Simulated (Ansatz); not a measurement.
We consider CaC2 (R-3m, No. 166, 3 atoms in the cell; start mp-1227257), described by PBEsol (plane waves, PAW; Ansatz, a program for electronic structure).

Numerical settings: plane-wave cutoff 500 eV, 12×12×12 k mesh, gaussian smearing 0.02 eV, scalar-relativistic PAW data made under PBE.

Cell (relaxed at this level):

```
CaC2
1.0
    1.91204     1.10392     3.89543
   -1.91204     1.10392     3.89543
    0.00000    -2.20784     3.89543
Ca C
1 2
Direct
  0.00000   0.00000   0.00000
  0.55360   0.55360   0.55360
  0.44640   0.44640   0.44640
```

Q: Estimate the band gap that the calculation returns.

A: 
- band gap = 2.51 eV (on the SCF k mesh)

Note: the relaxation could not lower the start's symmetry, so the cell can be a saddle point above a distorted one.

Static lattice: no zero-point or thermal effects.

The result took around 60 core-seconds (rough).

A start named mp-… is a Materials Project structure, which need not be a measured phase.
